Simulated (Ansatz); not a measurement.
CdS, response to strain

The reference is CdS in the wurtzite structure (space group P6_3mc, No. 186; a = 4.196 Å, c = 6.830 Å).

Strains are applied to the cell and any free atomic positions relax.

The values are results of Ansatz (a quantum-chemistry and plane-wave program) PBE, no SOC, not measurements.

Notes on the quantities. energy relative to the base: free energy F.

```json
[
 {"isotropic strain (%)": "-3", "energy relative to the base (meV/atom)": "39.1"},
 {"isotropic strain (%)": "-2.4", "energy relative to the base (meV/atom)": "24.5"},
 {"isotropic strain (%)": "-1.8", "energy relative to the base (meV/atom)": "13.5"},
 {"isotropic strain (%)": "-1.2", "energy relative to the base (meV/atom)": "?"},
 {"isotropic strain (%)": "-0.6", "energy relative to the base (meV/atom)": "1.4"},
 {"isotropic strain (%)": "0", "energy relative to the base (meV/atom)": "0.0"}
]
```

Question: Fit ΔE = Aε² + Bε³ (ε in %) to the rows shown and predict the withheld row.

Answer: Least squares on the printed values gives A = 3.89 and B = -0.15 meV/atom (largest residual 0.0 meV/atom); this predicts 5.9 meV/atom, and the run gives 5.9 meV/atom, in agreement.

No phonon test of stability was made.
